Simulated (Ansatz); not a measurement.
Here is the system:

```xyz
2
Lattice="0.0000 2.6571 2.6571 2.6571 0.0000 2.6571 2.6571 2.6571 0.0000" Properties=species:S:1:pos:R:3 pbc="T T T"
Si     0.0000     0.0000     0.0000
Si     1.3285     1.3285     1.3285
```

All values below come from PBE with spin-orbit coupling, rigid bands (plane waves, PAW; Ansatz, a first-principles code). Condition of this run: hydrostatic pressure of 7.2 GPa (compression positive) (the target of the relaxation). Cell: cell and atoms relaxed with PBEsol, then loaded as said.

Problem. What conductivity effective mass do dilute electrons have at 300 K?

Solution. 0.28 mₑ.

Problem. Predict the hole conductivity mass (n e² τ/σ) at 300 K, by direction if it differs.

Solution. 0.36 mₑ.

Problem. And the band gap?

Solution. 0.43 eV at this level; semilocal functionals usually fall short of the measured gap.

Rigid bands, one relaxation time for all states, no polarons. Geometry: cell and atoms relaxed with PBEsol.
